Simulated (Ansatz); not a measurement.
The reference is PbSe in the rock salt structure (space group Fm-3m, No. 225; a = 6.1778 Å). Axes: x, y, z lie along the cube axes.

Method: r2SCAN, PAW, 500 eV (Ansatz, a first-principles code; no spin-orbit coupling).

Modification: uniaxial strain ε_yy = −1.03 %, all other strain components held at zero, atoms relaxed at fixed cell.

Q: Predict the stress tensor and what it implies for the stiffness.

A: Stress of the strained cell less that of the base (GPa, compression positive):
```
   0.14    0.00    0.00
   0.00    1.41    0.00
   0.00    0.00    0.14
```

Then −Δσ_ii/ε with ε = -0.0103 gives relaxed-ion elastic constants: C22 ≈ 137 GPa.

No phonon test of stability was made.
